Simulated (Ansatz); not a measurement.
TiS2 (within 0.1 Å of R-3m, No. 166, 3 atoms in the cell; start mp-558110; a measured phase of this formula has another space group), treated with HSE06 (Ansatz, an electronic-structure program, plane waves, PAW).

Numerical settings: plane-wave cutoff 460 eV, 8×8×4 k mesh (along the axes of the cell as run), Fermi–Dirac smearing 0.01 eV, no spin polarisation, scalar-relativistic PAW data made under PBE.

Cell (relaxed at this level):

```yaml
crystal:
  lattice:
    - [2.95377, -1.70537, 0.00151]
    - [2.95377, 1.70537, 0.00151]
    - [-1.89851, 0.00000, 7.05862]
  atoms:
    - { symbol: Ti, position: [0.00000, 0.00000, 0.00000] }
    - { symbol: S, position: [0.39678, 0.39678, 0.19780] }
    - { symbol: S, position: [0.60322, 0.60322, 0.80220] }
```

Q: Estimate the band gap, smallest direct gap on the k points sampled and direct gap at Γ that the calculation returns.

A: 
band gap: 0.77 eV (on the SCF k mesh) (indirect)
smallest direct gap on the k points sampled: 1.18 eV
direct gap at Γ: 1.19 eV

Note: the cell has widely spaced layers and the level no dispersion term, so their spacing and the moduli can rest on weak binding.

Computed values are for the static lattice.

The result took roughly 60 core-minutes.

A start named mp-… is a Materials Project structure, which need not be a measured phase.
